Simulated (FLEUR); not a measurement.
Band structure of Y3Si (Pm-3m, 4 atoms in the cell).

```xyz
4
Lattice="4.5684 0.0000 0.0000 0.0000 4.5684 0.0000 0.0000 0.0000 4.5684" Properties=species:S:1:pos:R:3 pbc="T T T"
Y      0.0000     2.2842     2.2842
Y      2.2842     0.0000     2.2842
Y      2.2842     2.2842     0.0000
Si     0.0000     0.0000     0.0000
```

Method: LDA (Perdew-Zunger), all-electron FLAPW (FLEUR), scalar-relativistic valence.

Settings: Kmax = 3.8 1/bohr; GmaxXC = 11.4 1/bohr; xcFunctional = pz; jspins = 1; l_soc = F; mode = hist; fermiSmearingEnergy = 0.00999582 Htr; mesh (inpgen div1-3) = 6 6 6; inpgen gamma flag = true; Gmax = 11.4 1/bohr; numbands = 0; maxIterBroyd = 15; imix = Anderson; alpha = 0.05.

The starting cell comes from a database of computed structures (which also holds hypothetical and non-ambient phases and stackings), without a prior relaxation at this level. Its lattice was rescaled by a random factor within 2.5 % of one. Values depend on the basis (sphere radii, cutoffs, local orbitals), which need not be converged.

Levels in eV from the Fermi level, bands 16 to 23:
```
point     16     17     18     19     20     21     22    23
-----  -----  -----  -----  -----  -----  -----  -----  ----
Γ      -1.46  -0.92  -0.92  -0.92  -0.32  -0.32  -0.32  2.58
X      -1.72  -1.72  -0.27   0.19   1.36   1.36   1.70  1.71
M      -2.21  -0.63   0.20   0.20   0.42   1.46   1.46  1.95
R      -1.76  -1.47  -1.47  -1.47   1.68   1.68   1.68  1.95
```
